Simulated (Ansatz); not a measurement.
# A series of runs on Na2SnCSO7 (P2_1/m, 24 atoms in the cell)

```
CELL_PARAMETERS angstrom
      5.49521     0.00000     0.00000
      0.00000     7.13077     0.00000
     -0.43840     0.00000     9.40114
ATOMIC_POSITIONS crystal
  Na 0.76504 0.49594 0.78996
  Na 0.23496 0.50406 0.21004
  Na 0.23496 0.99594 0.21004
  Na 0.76504 0.00406 0.78996
  Sn 0.23345 0.75000 0.62597
  Sn 0.76655 0.25000 0.37403
  C  0.26317 0.75000 0.91734
  C  0.73683 0.25000 0.08266
  S  0.26807 0.25000 0.60648
  S  0.73193 0.75000 0.39352
  O  0.73386 0.25000 0.94812
  O  0.26614 0.75000 0.05188
  O  0.05429 0.75000 0.83851
  O  0.94571 0.25000 0.16149
  O  0.46340 0.75000 0.84369
  O  0.53660 0.25000 0.15631
  O  0.14060 0.08122 0.66306
  O  0.85940 0.91878 0.33694
  O  0.85940 0.58122 0.33694
  O  0.14060 0.41878 0.66306
  O  0.75483 0.75000 0.55480
  O  0.24517 0.25000 0.44520
  O  0.52967 0.25000 0.65339
  O  0.47033 0.75000 0.34661
```

Base run A: PBEsol, default PAW files made with PBE in Ansatz (an electronic-structure program), self-consistent single point.

Its settings: kpoints.mp_grid.grid = 3 3 2; hamiltonian.xc = pbesol; hamiltonian.pseudopotentials = {kind: paw} (the program's default PAW files); scf.occupations.method = fermi_dirac; scf.occupations.width = 0.02 eV.

The starting cell comes from a database of computed structures (which also holds hypothetical and non-ambient phases and stackings), without a prior relaxation at this level. Its lattice was rescaled by a random factor within 2.5 % of one. In the base run, with a pressure of about -3 GPa the cell is away from its equilibrium volume at this level. In the base run, forces exceed 1 eV/Å. Ansatz's pressure includes its estimate of the finite-basis (Pulay) stress.

ΔF is the free energy per atom less that of run A. 

```
run      scf.mixing.algorithm, scf.mixing.ndim  ΔF (meV/atom)  pressure (GPa)  largest force (eV/Å)  gap on the mesh (eV)  iterations
---  -----------------------------------------  -------------  --------------  --------------------  --------------------  ----------
A    default (the program chose MSR1), default           0.00           -3.09                 1.267                 3.973           9
B                            anderson, default           0.00           -3.09                 1.267                 3.973           8
C                                 anderson, 20           0.00           -3.09                 1.267                 3.973           8
D                             broyden, default           0.00           -3.09                 1.267                 3.973           8
E                                   broyden, 3           0.00           -3.09                 1.267                 3.973           9
F                                msr1, default           0.00           -3.09                 1.267                 3.973           9
G                                      msr1, 3           0.00           -3.09                 1.267                 3.973          10
```

Runs B, C, D, E, F, G reached the same state as A (within 1 meV/atom).

Keys are those of Ansatz 0.2.
